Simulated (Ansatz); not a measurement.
**WC, pressure series**

Consider WC (space group P-6m2, No. 187).

```
WC
1.0
    2.91216     0.00000     0.00000
   -1.45608     2.52201     0.00000
    0.00000     0.00000     2.83623
W C
1 1
Direct
  0.00000   0.00000   0.00000
  0.66667   0.33333   0.50000
```

Cell and atoms are relaxed at each pressure.

All numbers come from r2SCAN (Ansatz, a program for electronic structure, PAW, no spin-orbit coupling).

| case | c/a ratio | density |
|---|---|---|
| base | 0.974 | 15.61 g/cm³ |
| pressure −2 GPa | 0.974 | 15.53 g/cm³ |
| pressure −1 GPa | 0.974 | 15.57 g/cm³ |
| pressure 0.3 GPa | 0.974 | 15.62 g/cm³ |
| pressure 0.7 GPa | 0.974 | 15.64 g/cm³ |
| pressure 1.5 GPa | 0.974 | 15.67 g/cm³ |
| pressure 3 GPa | 0.975 | 15.73 g/cm³ |
| pressure 5 GPa | 0.975 | 15.80 g/cm³ |
| pressure 7.5 GPa | 0.975 | 15.90 g/cm³ |
| pressure 10 GPa | 0.976 | 15.99 g/cm³ |

Load acts through the strain it causes; cell and atoms are relaxed under it. Whether these cells are dynamically stable was not tested. No other phases were tried under pressure. All final runs are without spin polarisation.
